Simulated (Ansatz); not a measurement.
TiSi2, pressure series

Take TiSi₂ (space group Fddd, No. 70; a = 4.779 Å, b = 8.230 Å, c = 8.521 Å) as the base.

Cell and atoms are relaxed at each pressure.

Calculations: r2SCAN, PAW, 500 eV (Ansatz, an electronic-structure program; spin-orbit coupling left out).

Notes on the quantities. enthalpy: H = E + PV relative to the base's energy.

```csv
case,enthalpy,density,shortest interatomic distance
base,–,4.12 g/cm³,2.519 Å
pressure −2 GPa,-0.18 eV/atom,4.07 g/cm³,2.529 Å
pressure −1 GPa,-0.09 eV/atom,4.10 g/cm³,2.524 Å
pressure 0.9 GPa,+0.08 eV/atom,4.15 g/cm³,2.515 Å
pressure 2.1 GPa,+0.18 eV/atom,4.18 g/cm³,2.510 Å
pressure 4.5 GPa,+0.39 eV/atom,4.24 g/cm³,2.500 Å
pressure 9 GPa,+0.76 eV/atom,4.35 g/cm³,2.482 Å
pressure 15 GPa,+1.25 eV/atom,4.49 g/cm³,2.461 Å
pressure 22.5 GPa,+1.84 eV/atom,4.64 g/cm³,2.438 Å
pressure 30 GPa,+2.41 eV/atom,4.78 g/cm³,2.418 Å
```

Load acts through the strain it causes; cell and atoms are relaxed under it. Stability against distortions was not tested. No other phases were tried under pressure. All final runs are without spin polarisation.
